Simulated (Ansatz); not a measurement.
FeNi3 under a change: pressure 0.7 GPa

Consider FeNi$_{3}$ in the Cu3Au type structure (space group Pm-3m, No. 221; a = 3.544 Å; ferromagnetic).

The change: cell and atoms relaxed at a pressure of 0.7 GPa.

All numbers come from Ansatz (an electronic-structure program) PBE, scalar-relativistic without spin-orbit coupling. Settings: 13×13×13 k-points, 0.05 eV Fermi–Dirac smearing.

The volume per atom falls by 0.04 Å³ to 11.09 Å³ and the density goes up by 0.03 g/cm³, from 8.65 g/cm³ to 8.68 g/cm³. The lattice parameter a falls by 0.004 Å (3.544 Å → 3.540 Å) and the shortest interatomic distance drops by 0.003 Å to 2.503 Å. The band gap stays zero and the magnetic state stays ferromagnetic. The largest site moment is still 2.91 μB.

Other magnetic orders, which the real material may have, were not ruled out. Load acts through the strain it causes; cell and atoms are relaxed under it. Whether these cells are dynamically stable was not tested.
